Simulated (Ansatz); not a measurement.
## ZnGeP$_{2}$ in the chalcopyrite structure (space group I-42d, No. 122)

ZnGeP2 has the tetragonal space group I-42d (No. 122), the chalcopyrite structure, Pearson symbol tI16. Cell: a = b = 5.500 Å, c = 10.844 Å, α = β = γ = 90.00°. Zn on 4a has 4 P at 2.381 Å (tetrahedral). Ge on 4b has 4 P at 2.360 Å (tetrahedral). P on 8d is coordinated by 2 Ge at 2.360 Å and 2 Zn at 2.381 Å (tetrahedral). (Neighbours: up to the widest gap in distance over summed covalent radii, below 1.35, at either atom; cation-cation and far metal-metal contacts left out.)
(The calculation used a cell of 8 atoms; values per cell refer to that cell.)

The values are results of Ansatz (a first-principles code) PBE, no spin-orbit coupling, not measurements. Settings: 9×9×9 k-points, 0.05 eV Fermi–Dirac smearing.

| Item | Value |
|---|---|
| Volume per atom | 20.50 Å³ |
| Density | 4.05 g/cm³ |
| Band gap | 1.14 eV (uncertain: the edges found on the path are not clean extrema) |
| Total energy | -2281.575 eV/atom (σ→0; compares only within this code and set-up) |

Stability against distortions was not tested.
